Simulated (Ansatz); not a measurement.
The starting structures come from a database of crystals and need not be the phases stable at ambient conditions.

Tunnelling through a barrier is set by its complex band structure: the current falls as exp(−2κd) with the smallest κ.

```yaml
crystal:
  lattice:
    - [7.16195, 0.00000, 0.00000]
    - [0.00000, 7.31195, 0.00000]
    - [0.00000, 0.00000, 10.22991]
  atoms:
    - { symbol: K, position: [0.93173, 0.52336, 0.75000] }
    - { symbol: K, position: [0.06827, 0.47664, 0.25000] }
    - { symbol: K, position: [0.43173, 0.97664, 0.25000] }
    - { symbol: K, position: [0.56827, 0.02336, 0.75000] }
    - { symbol: K, position: [0.20378, 0.20442, 0.53606] }
    - { symbol: K, position: [0.79622, 0.79558, 0.46394] }
    - { symbol: K, position: [0.70378, 0.29558, 0.46394] }
    - { symbol: K, position: [0.29622, 0.70442, 0.53606] }
    - { symbol: K, position: [0.29622, 0.70442, 0.96394] }
    - { symbol: K, position: [0.70378, 0.29558, 0.03606] }
    - { symbol: K, position: [0.79622, 0.79558, 0.03606] }
    - { symbol: K, position: [0.20378, 0.20442, 0.96394] }
    - { symbol: Cl, position: [0.50861, 0.54549, 0.25000] }
    - { symbol: Cl, position: [0.49139, 0.45451, 0.75000] }
    - { symbol: Cl, position: [0.00861, 0.95451, 0.75000] }
    - { symbol: Cl, position: [0.99139, 0.04549, 0.25000] }
    - { symbol: O, position: [0.00000, 0.50000, 0.50000] }
    - { symbol: O, position: [0.50000, 0.00000, 0.50000] }
    - { symbol: O, position: [0.50000, 0.00000, 0.00000] }
    - { symbol: O, position: [0.00000, 0.50000, 0.00000] }
```

Space group of this cell: Pnma. The cell is taken as given.

Transport runs along the normal of the first two printed cell vectors.

The gap is the functional's own. No spin-orbit coupling. Mid-gap values are interpolated on the energy grid.

Estimate the band gap and the smallest decay constant κ at mid-gap that r2SCAN in Ansatz (an electronic-structure program) returns for this system.

Gap 1.52 eV on a 4×4×4 mesh; κ = 0.238 1/Å, at the zone centre.
